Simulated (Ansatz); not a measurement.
# β-phase InSe (model structure): properties by level of theory

```
level (code)        equilibrium lattice constant a (Å)  c axis length (Å)
------------------  ----------------------------------  -----------------
LDA (Ansatz)                                     3.966             16.458
PBE (Ansatz)                                (withheld)         (withheld)
PBEsol (Ansatz)                                  4.006         (withheld)
rVV10 (Ansatz)                              (withheld)             16.889
r²SCAN (Ansatz)                                  4.043             17.438
r²SCAN-D4 (Ansatz)                          (withheld)             17.055
```

### Question
Complete the blanks.

### Answer

- PBE (Ansatz, an electronic-structure program), equilibrium lattice constant a (Å): 4.087
- PBE (Ansatz), c axis length (Å): 18.611
- PBEsol (Ansatz), c axis length (Å): 17.001
- rVV10 (Ansatz), equilibrium lattice constant a (Å): 4.108
- r²SCAN-D4 (Ansatz), equilibrium lattice constant a (Å): 4.027

Ansatz's density-functional and Hartree–Fock values are scalar-relativistic unless marked +SOC, with PAW data made under PBE.

Static lattice: no zero-point or thermal effects.

A model structure was made by putting elements into a prototype or built by hand; it is no filed structure, need not be a known phase, and can be a saddle point held by its symmetry.
